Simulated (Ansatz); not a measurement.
Take SiC (space group P6_3mc, No. 186; a = 3.094 Å, c = 10.129 Å) as the base. Axes: x lies along a and z along c of the hexagonal cell.

Calculations: Ansatz (a first-principles code) PBE, without spin-orbit coupling.

For the base:

- Smallest direct gap = 3.34 eV
- Pressure = 0.00 GPa
- Band gap = 2.22 eV

It is then changed as follows: uniaxial strain ε_zz = −2.25 %, all other strain components held at zero; the atoms relax in the strained cell.

Problem. How does this affect the smallest direct gap, pressure and band gap?

Solution. The smallest direct gap goes up by 0.03 eV to 3.37 eV; the pressure (mean of the normal stresses, compression positive) goes from zero to 5.07 GPa; the band gap falls by 0.078 eV, from 2.22 eV to 2.15 eV.

Stability against distortions was not tested.
